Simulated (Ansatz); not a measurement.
## tetragonal MoSi2 (1 1 0) on zinc-blende CdTe (1 1 1) (film strained to the substrate, started from cuts of the bulks and a machine-learned relaxation; slabs Cd4Te4 and Mo4Si8, which can lie off the formulas)

A periodic stack without vacuum, tetragonal MoSi2 (1 1 0) on zinc-blende CdTe (1 1 1) (film strained to the substrate, started from cuts of the bulks and a machine-learned relaxation; slabs Cd4Te4 and Mo4Si8, which can lie off the formulas): substrate slab Cd4Te4, film Mo4Si8, surface cells [[0, 1], [-1, 0]] and [[-1, -1], [1, 0]], film strained by +2.9 and +3.0 %, outermost planes Te/Cd and MoSi/MoSi as cut, which need not be the usual terminations and can put a slab off its formula.

The start was prepared with a machine-learned potential, and the result is one local minimum, with the in-plane cell held and forces under 0.04 eV/Å; the film can end far from its bulk form.

Computed with PBE (plane waves to 420 eV, PAW; Ansatz, a first-principles code). No spin–orbit coupling; the runs are not spin-polarised. Its k-point mesh 8×8×1, Fermi–Dirac width 0.05 eV.

```
Item                                                                                                                     Result
--------------------------------------------------------------------------------  ---------------------------------------------
interface area                                                                                                          19.0 Å²
period                                                                                                                  25.45 Å
heights between the nearest atoms of the two slabs at the two interfaces                                        2.55 and 2.15 Å
Mo–Te contacts across the interfaces within 1.22 times the sum of covalent radii                                 2, mean 3.18 Å
Si–Te contacts across the interfaces within 1.22 times the sum of covalent radii                                 2, mean 2.66 Å
Cd–Mo contacts across the interfaces within 1.22 times the sum of covalent radii                                 1, mean 2.70 Å
estimate of the barrier                                                           withheld, since the two interfaces are unlike
slope of the mean potential energy in the substrate                                                              +2.4 MV/cm × e
```

```yaml
crystal:
  lattice:
    - [4.67563, 0.00030, 0.22629]
    - [-2.33735, 4.05373, -0.12776]
    - [4.36456, -1.44353, 25.70066]
  atoms:
    - { symbol: Cd, position: [0.02525, 0.79195, 0.14385] }
    - { symbol: Cd, position: [0.19185, 0.52622, 0.29434] }
    - { symbol: Cd, position: [0.37683, 0.25348, 0.44407] }
    - { symbol: Cd, position: [0.46694, 0.87592, 0.59387] }
    - { symbol: Te, position: [0.93404, 0.96472, 0.04386] }
    - { symbol: Te, position: [0.31893, 0.47681, 0.18059] }
    - { symbol: Te, position: [0.48829, 0.20651, 0.33111] }
    - { symbol: Te, position: [0.67026, 0.93300, 0.48205] }
    - { symbol: Mo, position: [0.28142, 0.83088, 0.69885] }
    - { symbol: Mo, position: [0.69534, 0.36444, 0.78520] }
    - { symbol: Mo, position: [0.10683, 0.89778, 0.87413] }
    - { symbol: Mo, position: [0.52027, 0.43090, 0.95957] }
    - { symbol: Si, position: [0.95209, 0.17457, 0.69423] }
    - { symbol: Si, position: [0.63191, 0.49524, 0.69403] }
    - { symbol: Si, position: [0.36330, 0.69873, 0.78255] }
    - { symbol: Si, position: [0.03333, 0.02857, 0.78267] }
    - { symbol: Si, position: [0.76857, 0.23816, 0.87145] }
    - { symbol: Si, position: [0.44830, 0.55811, 0.87171] }
    - { symbol: Si, position: [0.20148, 0.75129, 0.95778] }
    - { symbol: Si, position: [0.84415, 0.10976, 0.95550] }
```
